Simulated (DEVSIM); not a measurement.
Ge n-p junction from an implanted or diffused profile

Structure: Ge n-p junction from an implanted or diffused profile, at 300 K.

```tsv
layer (left to right)	material	thickness (μm)	Na (cm⁻³)	τn (s)	τp (s)
1	Ge	51.0	5.2e14	1.2e-6	1.2e-6
```

Added donor profile: 8.3e16 cm⁻³ × exp(−(x − 0 μm)²/(2·(0.021 μm)²)). Left contact: ohmic. Right contact: ohmic. Voltage is applied to the left contact. Recombination: SRH at mid-gap, radiative, Auger. Mobility is μmin + (μ − μmin)/(1 + (N/Nref)^α).

This is a model device: material constants are rounded textbook-type values typed into the input, and sizes, dopings and lifetimes were drawn at random. Values at 300 K.

```tsv
parameter	Ge
gap (eV)	0.664
affinity (eV)	4
permittivity	16
Nc (cm⁻³)	1.04e19
Nv (cm⁻³)	6e18
μn (cm²/Vs)	3900
μp (cm²/Vs)	1900
μn,min	150
μp,min	100
Nref,n	2.6e17
Nref,p	4e17
αn	0.56
αp	0.6
B (cm³/s)	6.4e-14
Cn (cm⁶/s)	1e-31
Cp (cm⁶/s)	1e-31
```

Simulated with DEVSIM: 1D drift-diffusion, Boltzmann statistics, complete ionisation; no tunnelling, impact ionisation, image-force lowering or self-heating.

The potential step across the device at zero bias comes out as 0.297 V and the dark forward voltage at 1 A/cm² comes out as 0.134 V. The dark forward voltage at 100 A/cm² is 0.737 V.

Dark forward current:

(V (V), J (A/cm²)): (-0.05, -0.077); (-0.10, -0.44); (-0.15, -1.4); (-0.20, -3.3); (-0.25, -6.3); (-0.30, -10); (-0.35, -16); (-0.40, -22); (-0.45, -30); (-0.50, -39); (-0.55, -50); (-0.60, -61); (-0.65, -74); (-0.70, -89); (-0.75, -100); (-0.80, -120); (-0.85, -140); (-0.90, -160); (-0.95, -180); (-1.00, -200); (-1.05, -230); (-1.10, -250); (-1.15, -280)
